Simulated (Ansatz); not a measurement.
System: CaV2O6 (C2/m, No. 12, 9 atoms in the cell). Method: r²SCAN-D4 (plane waves, PAW; Ansatz, an electronic-structure program).

Numerical settings: plane-wave cutoff 500 eV, 12×12×6 k mesh (along the axes of the cell as run), gaussian smearing 0.02 eV, no spin polarisation, scalar-relativistic PAW data made under PBE.

Cell (relaxed at this level):

```cif
data_Ca2O12V4
_chemical_formula_sum 'Ca2 V4 O12'
_space_group_name_H-M_alt 'C2/m'
_space_group_IT_number 12
_space_group_name_Hall '-C 2y'
_cell_length_a 9.88784
_cell_length_b 3.63176
_cell_length_c 7.10470
_cell_angle_alpha 90.000
_cell_angle_beta 104.358
_cell_angle_gamma 90.000
loop_
_atom_site_label
_atom_site_type_symbol
_atom_site_symmetry_multiplicity
_atom_site_Wyckoff_symbol
_atom_site_fract_x
_atom_site_fract_y
_atom_site_fract_z
_atom_site_occupancy
Ca1 Ca 2 a 0.00000 0.00000 0.00000 1
V1 V 4 i 0.23049 0.00000 0.66885 1
O1 O 4 i 0.25190 0.00000 0.39815 1
O2 O 4 i 0.14507 0.50000 0.12252 1
O3 O 4 i 0.07949 0.00000 0.71988 1
```
(The calculation used a cell of 9 atoms; values per cell refer to that cell.)

Task: Estimate the band gap that the calculation returns.

Result: 
band gap: 3.19 eV (on the SCF k mesh)

Note: a distance lies near a switch of the dispersion term, which can move the cell; the relaxation could not lower the start's symmetry, so the cell can be a saddle point above a distorted one.

Computed values are for the static lattice.

The result took around 24 core-minutes (rough).
